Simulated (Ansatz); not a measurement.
Base system: SiC in the wurtzite structure (space group P6_3mc, No. 186; a = 3.092 Å, c = 5.074 Å). Axes: x lies along a and z along c of the hexagonal cell.

Structures relaxed with plane-wave PAW DFT at the PBE level (Ansatz, an electronic-structure program, 420 eV), spin-orbit coupling left out, earlier PAW set.

Base:

Simulated powder pattern, Co Kα, λ = 1.79026 Å (kinematic, ideal powder, no thermal factors, no anomalous dispersion; the 8 strongest lines at most, above 2 %, up to 2θ = 90°):

```tsv
2θ (°)	I/Imax (%)	hkl
39.06	75	(100)
41.32	51	(002)
44.42	100	(101)
58.16	27	(102)
70.76	45	(110)
77.51	47	(103)
85.38	37	(112)
87.49	17	(201)
```

Perturbation: compressive biaxial strain of 3.26 % in the plane normal to [001], as in epitaxy on a mismatched substrate; the out-of-plane cell vector and the atoms relax.

After the change:

Simulated powder pattern, Co Kα, λ = 1.79026 Å (kinematic, ideal powder, no thermal factors, no anomalous dispersion; the 8 strongest lines at most, above 2 %, up to 2θ = 90°):

```json
[
 {"2θ (°)": "40.43", "I/Imax (%)": "71", "hkl": "(100)"},
 {"2θ (°)": "41.03", "I/Imax (%)": "53", "hkl": "(002)"},
 {"2θ (°)": "45.59", "I/Imax (%)": "100", "hkl": "(101)"},
 {"2θ (°)": "58.97", "I/Imax (%)": "26", "hkl": "(102)"},
 {"2θ (°)": "73.53", "I/Imax (%)": "43", "hkl": "(110)"},
 {"2θ (°)": "77.96", "I/Imax (%)": "50", "hkl": "(103)"},
 {"2θ (°)": "87.44", "I/Imax (%)": "7.0", "hkl": "(200)"},
 {"2θ (°)": "87.83", "I/Imax (%)": "36", "hkl": "(112)"}
]
```

The indices refer to the base's conventional cell; one index is shown for lines that coincide.

Whether these cells are dynamically stable was not tested.
